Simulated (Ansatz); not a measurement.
Ti₃Al (P6₃/mmc, No. 194), treated with r²SCAN (Ansatz, a quantum-chemistry and plane-wave program, PAW).

Numerical settings: plane-wave cutoff 600 eV, 12×12×14 k mesh (along the axes of the cell as run), Fermi–Dirac smearing 0.021 eV (set by the program), no spin polarisation, scalar-relativistic PAW data made under PBE.

Computed at the level's own relaxed cell.

Elastic tensor (GPa, Voigt notation, ions relaxed):

```
  198.6    91.5    66.1     0.0     0.0     0.0
   91.5   198.6    66.1     0.0     0.0     0.0
   66.1    66.1   245.5     0.0     0.0     0.0
    0.0     0.0     0.0    66.0     0.0     0.0
    0.0     0.0     0.0     0.0    66.0     0.0
    0.0     0.0     0.0     0.0     0.0    53.6
```

Problem. Work out the Voigt, Reuss and Hill averages of the bulk and shear moduli, Young's modulus and Poisson's ratio from the printed constants.

Solution. K_V = [C11 + C22 + C33 + 2(C12 + C13 + C23)]/9 = [642.7 + 2 × 223.7]/9 = 121.1 GPa. G_V = [642.7 − 223.7 + 3 × 185.6]/15 = 65.1 GPa. From the compliances S = C⁻¹, K_R = 120.9 and G_R = 63.1 GPa. Hill means: K = 121.0, G = 64.1 GPa. E = 9KG/(3K + G) = 163 GPa, ν = (3K − 2G)/(6K + 2G) = 0.27, K/G = 1.89.

The computed numbers hold no vibrational or temperature effects.
